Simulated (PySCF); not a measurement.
PySCF 2.14.0, unrestricted PBE/def2-tzvp, df: Tl(I) triplet ([I][Tl]), charge 0, multiplicity 3, 2 atoms. The geometry is a generated start, not checked to be a minimum at this level.

| Quantity | Result |
|---|---|
| task | energy |
| method | pbe |
| basis | def2-tzvp |
| two-electron scheme | density fitting |
| mol.max_memory | 3000 MB |
| mf.max_cycle | 100 |
| mf.conv_tol | 1e-09 (default) |
| mf.grids.level | 3 (default) |
| effective core potentials | those of the basis set, past Kr |
| basis functions | 100 |
| grid points | 44888 |

```xyz
2

Tl    -0.9222    -0.6987    -0.8055
I      0.9222     0.6987     0.8055
```

Charge 0 and multiplicity 3 are set for this test and not shown to be the ground state.

With the defaults (mf.init_guess = minao, mf.DIIS = CDIIS, mf.diis = true, newton = off, mf.level_shift = 0, mf.damp = 0, mf.diis_start_cycle = 1, mf.diis_space = 8) it converges in 18 Fock builds. One run each on 2 threads, 1 BLAS thread, with these changes:
- mf.level_shift = 1 Hartree
- mf.DIIS = EDIIS
- mf.damp = 0.7, mf.diis_start_cycle = 8
- mf.init_guess = 1e
- mf.diis = false
- mf.init_guess = huckel
- mf.diis_space = 12
- mf.level_shift = 0.3 Hartree
- newton = Hessian by the SCF's own integrals

Which runs fail or end elsewhere than the default run?

No convergence: mf.init_guess = 1e; mf.DIIS = EDIIS; mf.diis = false (the run ends without SCF convergence in 100 cycles). Another solution: newton = Hessian by the SCF's own integrals (1200 meV higher). The rest reach the solution of the defaults.

```json
[
 {"setting": "mf.init_guess = huckel", "Fock builds": "13", "end": "same solution"},
 {"setting": "mf.damp = 0.7, mf.diis_start_cycle = 8", "Fock builds": "17", "end": "same solution"},
 {"setting": "the defaults", "Fock builds": "18", "end": "same solution"},
 {"setting": "mf.diis_space = 12", "Fock builds": "18", "end": "same solution"},
 {"setting": "mf.level_shift = 0.3 Hartree", "Fock builds": "27", "end": "same solution"},
 {"setting": "mf.level_shift = 1 Hartree", "Fock builds": "58", "end": "same solution"},
 {"setting": "newton = Hessian by the SCF's own integrals", "Fock builds": "65", "end": "other solution, 1200 meV higher"},
 {"setting": "mf.init_guess = 1e", "Fock builds": "101", "end": "no convergence"},
 {"setting": "mf.DIIS = EDIIS", "Fock builds": "101", "end": "no convergence"},
 {"setting": "mf.diis = false", "Fock builds": "101", "end": "no convergence"}
]
```

Under newton the count holds the products with the orbital Hessian.
